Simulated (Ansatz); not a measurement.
N on the 1x1 (0001) surface of corundum (cut with top plane Al), one in a 1x1 cell, energies for each (20.0 Å²). Energies are against ½ N2(g), without zero-point or thermal terms; each row is named by its start (#2, #3: further inequivalent places of a kind).

Host crystal: corundum, with a band gap (PBE, scalar-relativistic without spin-orbit coupling).

Level of theory: PBE (plane waves to 420 eV, PAW; Ansatz, an electronic-structure program).

Slab: 21 atoms, 6.7 Å thick at the start under the adsorbate (thin: gaps and levels are the slab's own); k 6x6x1, smearing 0.01 eV, dipole-corrected; 9 atoms held, the rest relaxed; each run with such symmetry as its start has; spin-polarised, no spin-orbit, no U, no dispersion correction.

A negative adsorption energy means that the adsorbate is more stable on the surface than in its reference. Starts that drift may end in the same place. Heights count from the host atoms within 0.3 Å of the top one.

```csv
starting site,E_ads (eV),height (Å),nearest host atom (Å),bonded to,change of the vacuum step (eV),lateral drift (Å),moment (μB)
top Al,4.94,2.05,Al 2.05,Al,0.21,0.0,3.0
top O (the adsorbate paired with a surface O atom),4.01,0.87,O 1.49,Al + O,0.81,0.2,1.0
over Al at depth 1.0 Å (the adsorbate is not bonded to the surface),5.26,3.02,O 3.43,none within bonding distance,0.19,0.0,3.0
over Al at depth 1.2 Å (the adsorbate is not bonded to the surface),5.26,3.00,O 3.39,none within bonding distance,0.24,0.0,3.0
hollow Al-O-O-O over O at depth 2.3 Å,4.94,2.05,Al 2.05,Al,0.21,1.6,3.0
hollow Al-O-O-O over O at depth 2.3 Å #2,4.94,2.05,Al 2.05,Al,0.21,1.5,3.0
bridge O-O (span 2.6 Å) (the adsorbate paired with a surface O atom),4.01,0.87,O 1.49,Al + O,0.83,1.3,1.0
```
